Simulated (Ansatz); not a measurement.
TaN (model structure, started from the NbAs type, I4₁md, No. 109, 4 atoms in the cell), treated with PBE (Ansatz, a program for electronic structure, plane waves, PAW).

Settings: plane-wave cutoff 520 eV, 18×18×18 k mesh, Fermi–Dirac smearing 0.01 eV, scalar-relativistic PAW data made under PBE.

Cell (relaxed at this level):

```xyz
4
Lattice="-1.4574 1.4574 5.1441 1.4574 -1.4574 5.1441 1.4574 1.4574 -5.1441" Properties=species:S:1:pos:R:3 pbc="T T T"
Ta     0.0000     0.0000     5.1313
Ta     1.4574     0.0000     2.5592
N      0.0000     0.0000     9.4369
N      0.0000     1.4574     1.7207
```

Problem. Estimate the band gap, smallest direct gap on the k points sampled and direct gap at Γ that the calculation returns.

Solution. 
band gap: 0.57 eV
smallest direct gap on the k points sampled: 0.87 eV
direct gap at Γ: 4.77 eV

Note: the relaxation could raise the start's symmetry but not lower it, so the cell can be a saddle point.

Spin–orbit coupling is not included.

The computed numbers hold no vibrational or temperature effects.

Computing time: very roughly 40 core-seconds.

A model structure was made by putting elements into a prototype or built by hand; it is no filed structure, need not be a known phase, and can be a saddle point held by its symmetry.
